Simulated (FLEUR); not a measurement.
# A self-consistent single point of BeSe (F-43m, 2 atoms in the cell) with FLEUR

Computed with PBE, all-electron FLAPW (FLEUR), scalar-relativistic valence.

Input as run:

Input of the input generator:

```
BeSe
&input film=f /
-0.0000000000 0.7071067812 0.7071067812
0.7071067812 -0.0000000000 0.7071067812
0.7071067812 0.7071067812 -0.0000000000
6.8339228079
1.0 1.0 1.0

2
4 0.0000000000 0.0000000000 0.0000000000
34 0.2500000000 0.2500000000 0.2500000000

&comp jspins=1 /
&kpt div1=4 div2=4 div3=4 gamma=t /
&end /
```

```xml
<?xml version="1.0" encoding="UTF-8" standalone="no"?>
<fleurInput fleurInputVersion="0.39">
   <comment>
      BeSe                                                                                                
   </comment>
   <calculationSetup>
      <cutoffs Kmax="4.4" Gmax="17.6" GmaxXC="17.6" numbands="0"/>
      <scfLoop itmax="60" minDistance="0.00001" maxIterBroyd="15" imix="Anderson" alpha="0.05" precondParam="0.0" spinf="2.0"/>
      <coreElectrons ctail="T" frcor="F" kcrel="0" coretail_lmax="0"/>
      <xcFunctional name="pbe" relativisticCorrections="F"/>
      <magnetism jspins="1"/>
      <soc l_soc="F" theta="0.0" phi="0.0" spav="F"/>
      <expertModes spex="0" secvar="F"/>
      <geometryOptimization l_f="T" forcealpha="1.0" forcemix="BFGS" epsdisp="0.00001" epsforce="0.00001"/>
      <ldaU l_linMix="F" mixParam="0.05" spinf="1.0"/>
   </calculationSetup>
   <cell>
      <bzIntegration valenceElectrons="18.0" mode="hist" fermiSmearingEnergy="0.00073499">
         <kPointListSelection listName="default-1"/>
         <!-- k-points included here -->
         <xi:include xmlns:xi="http://www.w3.org/2001/XInclude" href="kpts.xml"> </xi:include>
      </bzIntegration>
      <!-- symmetry operations included here -->
      <xi:include xmlns:xi="http://www.w3.org/2001/XInclude" href="sym.xml"> </xi:include>
      <bulkLattice scale="1.0">
         <bravaisMatrix>
            <row-1>    0.0000000000000000     4.8323131596634346     4.8323131596634346</row-1>
            <row-2>    4.8323131596634346     0.0000000000000000     4.8323131596634346</row-2>
            <row-3>    4.8323131596634346     4.8323131596634346     0.0000000000000000</row-3>
         </bravaisMatrix>
      </bulkLattice>
   </cell>
   <atomSpecies>
      <species name="Beryllium (Be)" element="Be" atomicNumber="4">
         <mtSphere radius="1.38" gridPoints="487" logIncrement="0.02"/>
         <atomicCutoffs lmax="6" lnonsphr="4"/>
         <electronConfig flipSpins="F">
            <coreConfig>(1s1/2)</coreConfig>
            <valenceConfig>(2s1/2)</valenceConfig>
         </electronConfig>
         <energyParameters s="2" p="2" d="3" f="4"/>
      </species>
      <species name="Selenium (Se)" element="Se" atomicNumber="34">
         <mtSphere radius="2.45" gridPoints="863" logIncrement="0.015"/>
         <atomicCutoffs lmax="10" lnonsphr="8"/>
         <electronConfig flipSpins="F">
            <coreConfig>(1s1/2) (2s1/2) (2p1/2) (2p3/2) (3s1/2) (3p1/2) (3p3/2)</coreConfig>
            <valenceConfig>(4s1/2) (3d3/2) (3d5/2) (4p1/2) (4p3/2)</valenceConfig>
            <stateOccupation state="(4p1/2)" spinUp="0.6666666666667" spinDown="0.6666666666667"/>
            <stateOccupation state="(4p3/2)" spinUp="1.3333333333333" spinDown="1.3333333333333"/>
         </electronConfig>
         <energyParameters s="4" p="4" d="3" f="4"/>
         <lo type="HELO" l="2" n="4" eDeriv="0"/>
      </species>
   </atomSpecies>
   <atomGroups>
      <atomGroup species="Beryllium (Be)">
         <relPos label="                   1">.0000000000 .0000000000 .0000000000</relPos>
         <force calculate="T" relaxXYZ="TTT"/>
      </atomGroup>
      <atomGroup species="Selenium (Se)">
         <relPos label="                   2">1.000/4.000 1.000/4.000 1.000/4.000</relPos>
         <force calculate="T" relaxXYZ="TTT"/>
      </atomGroup>
   </atomGroups>
   <output dos="F" band="F" slice="F">
      <checks vchk="F" cdinf="F"/>
      <bandDOS minEnergy="-.5*Htr" maxEnergy="0.5*Htr" sigma="0.015" storeEVData="T"/>
      <vacuumDOS vacdos="F" integ="F" star="F" nstars="0" locx1="0.0" locy1="0.0" locx2="0.0" locy2="0.0" nstm="0" tworkf="0.0"/>
      <unfoldingBand unfoldBand="F" supercellX="1" supercellY="1" supercellZ="1"/>
      <plotting iplot="0" polar="F">
         <plot TwoD="T" vec1="  1.0  0.0  0.0" vec2="  0.0  1.0  0.0" vec3="  0.0  0.0  1.0" zero="  0.0  0.0  0.0" file="plot"/>
      </plotting>
      <chargeDensitySlicing numkpt="0" minEigenval="0.0" maxEigenval="0.0" nnne="0" pallst="F"/>
      <specialOutput eonly="F"/>
      <magneticCircularDichroism mcd="F" energyLo="-10.0" energyUp="0.0"/>
   </output>
  <!-- We include the file relax.xml here to enable relaxations (see documentation) -->
  <xi:include xmlns:xi="http://www.w3.org/2001/XInclude" href="relax.xml"> <xi:fallback/> </xi:include>
</fleurInput>
```

Output (repeated stretches shortened):

```
      Welcome to FLEUR        (www.flapw.de)
      MaX-Release 8.1          (www.max-centre.eu)

 ========== k-point set info ==========
 Selected k-point list: default-1
 k-point list type: mesh
 4 x 4 x 4
 Number of k points: 8

 ------------Calculation Setup---------------------------
           1           2           4           8
 Number of basis functions:          342
 Iteration:     1   Distance:       7.60129062 me/bohr^3
 Iteration:     2   Distance:       7.17301577 me/bohr^3
 Iteration:     3   Distance:       0.81190104 me/bohr^3
 Iteration:     4   Distance:       0.63676882 me/bohr^3
 Iteration:     5   Distance:       0.18604931 me/bohr^3
 Iteration:     6   Distance:       0.06363234 me/bohr^3
   [... 3 lines left out ...]
 Iteration:    10   Distance:       0.00062136 me/bohr^3
 Iteration:    11   Distance:       0.00016254 me/bohr^3
 Iteration:    12   Distance:       0.00002552 me/bohr^3
 Iteration:    13   Distance:       0.00001130 me/bohr^3
 Iteration:    14   Distance:       0.00000067 me/bohr^3

 Run finished successfully
 Stop message:
   Structural relaxation: Done

[file out, last iteration]
             iter=     15
          p o t e n t i a l   g e n e r a t o r
[...]
          integral of pseudo charge density inside the slab=        0.000000   0.000000
     coulomb potential in the interstitial region:
          density-coulomb potential integrals
          total density-coulomb potenti    -3796.9119579969
          density-effective potential integrals for spin  1
          total density-effective poten   -3.9152656515E+03
          charge density-energy density integrals
          total charge density-energy d   -9.0985433312E+01
 Updated energy parameters for spin:           1
  Atom    1 2s branch from -3.41 to  4.57 htr. ; e_l = -0.1548
  Atom    1 2p branch from -9.99 to  3.05 htr. ; e_l = -0.0328
  Atom    1 3d branch from -9.99 to  7.10 htr. ; e_l =  0.1557
  Atom    1 4f branch from -9.99 to 11.47 htr. ; e_l =  0.3153
  Atom    2 4s branch from -7.41 to  0.17 htr. ; e_l = -0.2641
  Atom    2 4p branch from -5.18 to  0.81 htr. ; e_l =  0.0758
  Atom    2 3d branch from -9.99 to -1.51 htr. ; e_l = -1.5022
  Atom    2 4f branch from -9.99 to  2.83 htr. ; e_l =  0.5156
  Atom    2-4d branch from  1.46 to  1.46 htr. ; e_l(l  1.4564
[...]
 fermi energy and band-weighting factors:
at   0.00000   0.00000   0.00000   k-weight:    0.015625
   15 eigenvalues :
   -1.515344   -1.515344   -1.515344   -1.515114   -1.515114   -0.312059    0.199687    0.199687
    0.199687    0.368459    0.390108    0.390108    0.390108    0.644135    0.676390
   [... 2 blocks of this kind left out ...]

[...]
FERMIE:
          first approx. to ef    (T=0)  :   0.199687 htr   (energy of the highest occ. eigenvalue)
          number of occ. states  (T=0)  :         72
          first approx. to seigv (T=0)  : -15.123345 htr
          sum of weights of occ. states :   9.000000
          sum of semicore charge        :   0.000000 e
FERHIS:  Fermi-Energy by histogram:
          bandgap                     :   0.099623 htr
          charge neutrality (T=0)     :   0.000000    (zero if the highest occ. eigenvalue is "entirely" occupied)
          no eigenvalues within 8 tkb of ef reverts to the t=0 k method.
          number of occ. states       :        72
          sum of the valence weights  :    9.000000
          entropy         :   0.000000 *kb htr/K =   0.00000 htr/K
          sum of val. single particle energies:       -15.1233450575 htr
 Direct bandgap for spin            1 :   0.16877202106013578       Htr
 at k-point            1  with k-vector    0.0000000000000000        0.0000000000000000        0.0000000000000000
          valence density: spin= 1
[...]
     l-like charge
     atom     s        p        d        f        total
 -->  1    0.10973  0.21249  0.00732  0.00049    0.33008
 -->  2    1.61127  3.20997 10.04769  0.00825   14.88032
          total charge for spin  1=   18.000000
          interst. charge =       2.789593
          mt charge=              0.330084   14.880323
          total charge  =   18.000000
          z=  4.     r(1)=  0.828966E-04     dx= 0.020000     m.t.index= 487
               n    l     j    energy       weight
               1.   0.   0.5   -3.4687      2.0000
          atom type    1  (spin 1)
          kinetic energy=  0.134470201520E+02     sum of the eigenvalues= -0.693745686643E+01
          0.00956224  electrons lost from core.
          z= 34.     r(1)=  0.593934E-05     dx= 0.015000     m.t.index= 863
               n    l     j    energy       weight
               1.   0.   0.5 -458.9632      2.0000
               2.   0.   0.5  -58.5984      2.0000
               2.   1.   0.5  -52.5219      2.0000
               2.   1.   1.5  -50.9872      4.0000
               3.   0.   0.5   -7.4063      2.0000
               3.   1.   0.5   -5.3287      2.0000
               3.   1.   1.5   -5.1130      4.0000
          atom type    2  (spin 1)
          kinetic energy=  0.227992852406E+04     sum of the eigenvalues= -0.139003762461E+04
          0.00004318  electrons lost from core.
          total charge for spin  1=   38.000000
          interst. charge =       2.799057
          mt charge=              2.320519   32.880423
          total charge  =   38.000000
          zc=    38.000000     qfix=    1.000000
     t o t a l  e n e r g y
          sum of eigenvalues =             -1412.0984265321
          density-coulomb potential int    -3796.9119579969
          density-effective potential i    -3915.2656515078
          charge density-ex.-corr.energ      -90.9854333123
          el.-nucl. inter. diff. m.t.         15.4625130499
          Madelung term for atom type:        -2.1465803038
          el.-nucl. inter. diff. m.t.       2929.8613408400
          Madelung term for atom type:       -11.3151521850
 ---->    total energy=                    -2445.0597737137 htr
 ---->    (input%tkb*entropy) TS=              0.0000000000 htr
 ---->    free energy=                     -2445.0597737137 htr
      extrapolation for T->0
 ---->    total electron energy=           -2445.0597737137 htr
 ***** TOTAL FORCES ON ATOMS *****
 TOTAL FORCE FOR ATOM TYPE=  1  X=  0.000   Y=  0.000   Z=  0.000
                       FX_TOT= 0.000000 FY_TOT= 0.000000 FZ_TOT= 0.000000
 TOTAL FORCE FOR ATOM TYPE=  2  X=  2.416   Y=  2.416   Z=  2.416
                       FX_TOT= 0.000000 FY_TOT= 0.000000 FZ_TOT= 0.000000
 Structural relaxation: Done
```

The run converged in 14 iterations. FLEUR gives forces in its relaxation mode, with a further iteration, so its stop message speaks of a relaxation.

The starting cell has typed, rounded lattice constants, without a prior relaxation at this level. Its lattice was rescaled by up to half a per cent. Values depend on the basis (sphere radii, cutoffs, local orbitals), which need not be converged.
